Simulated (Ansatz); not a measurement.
A periodic model of amorphous Ti20O42Sn:

```xyz
63
Lattice="9.2125 -0.0060 -0.0802 -0.0060 9.2739 0.2845 -0.0802 0.2845 9.1637" Properties=species:S:1:pos:R:3 pbc="T T T"
Ti     2.3939     1.5852     2.3452
Ti     0.4106     4.2344     2.2903
Ti     3.5509     7.9011     1.5523
Ti     8.3800     8.3876     6.4813
Ti     8.6923     6.4473     0.3353
Ti     6.8362     5.6870     2.5447
Ti     1.2748     0.4195     8.3550
Ti     2.0310     5.2125     5.2755
Ti     7.8404     4.9802     6.7596
Ti     6.7683     2.8581     4.1235
Ti     6.2974     2.8988     8.1840
Ti     2.9254     3.4720     8.5238
Ti     0.3823     8.1080     3.1040
Ti     0.3469     2.4319     6.2409
Ti     5.1897     6.6849     5.0831
Ti     3.8237     4.4710     2.7156
Ti     2.5497     8.8245     5.5591
Ti     5.2768     8.9075     7.5349
Ti     3.7619     2.4103     5.5660
Ti     4.8970     6.1489     8.7344
O      3.4970     2.5066     3.7122
O      1.8805     1.5296     5.5950
O      7.9939     4.1129     2.9843
O      4.2204     5.9333     1.6533
O      0.2357     8.2929     9.3816
O      6.8446     5.2998     5.3865
O      6.6716     8.7574     6.2500
O      6.2298     7.0058     3.5640
O      4.2542     8.0004     8.9871
O      2.4834     0.3790     0.7898
O      5.5883     2.7880     5.5841
O      3.9715     5.4220     4.5288
O      8.4416     2.2986     4.7987
O      1.8844     0.1603     3.4823
O      8.9801     0.6930     6.9920
O      5.1974     6.9526     7.0395
O      1.9670     7.3874     2.3272
O      3.3900     5.2898     8.4356
O      6.8050     2.4311     0.7263
O      8.3773     9.1297     2.2010
O      2.0507     8.6830     7.4407
O      8.7333     6.3917     2.3734
O      1.9522     6.9329     5.5717
O      6.3822     1.4115     3.2780
O      4.7976     8.9931     2.2113
O      0.8367     2.4347     2.2177
O      3.1901     3.2611     1.3040
O      4.3805     2.5647     8.0997
O      9.0123     8.1369     4.8173
O      0.4008     4.8679     0.5373
O      0.3920     4.5166     6.0340
O      8.2941     6.7073     7.5025
O      5.6380     4.1705     2.9545
O      1.8301     4.7475     3.4086
O      6.7839     6.2519     0.7452
O      4.1005     0.6149     6.2496
O      7.9270     3.1264     7.2826
O      1.4286     2.4027     8.1475
O      6.1873     4.7552     8.0674
O      4.0785     8.1019     4.8313
O      2.8982     3.8637     6.3512
O      6.2651     0.5575     8.5018
Sn     6.5699     0.5656     1.4624
```

Level of theory: PBE, scalar-relativistic without spin-orbit coupling (plane waves to 420 eV, PAW; Ansatz, a first-principles code).

It comes from a melt-quench run on a machine-learned potential (CHGNet), relaxed afterwards by DFT. O atoms were pushed apart under 1.9 Å during the dynamics, to hinder bonds among them. The hot cell started wider than the set density and was brought back towards it in steps. It is the lowest in DFT energy of 2 quenches. It is a model cell: composition and starting density were chosen by hand, and all elements were melted together. No dispersion term was used. Its density started from a set value of 3.73 and ended at 3.71 g/cm³. Cooling (nominally 360 K/ps over its main leg) ran many orders faster than in experiment, which tends to leave more defects and strain. A cell of this size samples the disorder only roughly. Volume and shape were free in the relaxation.

Cut-offs for bonds: Ti-Ti 3.12 Å, Ti-O 2.46 Å, Ti-Sn 3.09 Å, O-O 1.58 Å, O-Sn 2.46 Å, Sn-Sn 3.06 Å. Two cations that share two anions don't count as bonded, nor two that share one unless they lie closer than Ti-Ti 3.04 Å, Ti-Sn 3.01 Å, Sn-Sn 2.97 Å.

Problem. Give the coordination numbers, mean bond lengths and angles.

Solution. 
```yaml
Mean coordination of Ti by anions: 5.15 (1 with 4, 15 with 5, 4 with 6)
Mean coordination of O: 2.57 (19 with 2, 22 with 3, 1 with 4)
Mean coordination of Sn by anions: 5.00 (1 with 5)
Mean Ti-O bond: 1.950 Å (spread 0.135 Å, 103 counted)
Mean O-Sn bond: 2.040 Å (spread 0.058 Å, 5 counted)
Bond angle at Ti: mean 105.6°, spread 26.1°
Bond angle at O: mean 122.1°, spread 18.1°
Bond angle at Sn: mean 105.9°, spread 23.8°
```

Problem. List the pairs of like atoms that count as bonded by the rules above.

Solution. There are none by these rules.
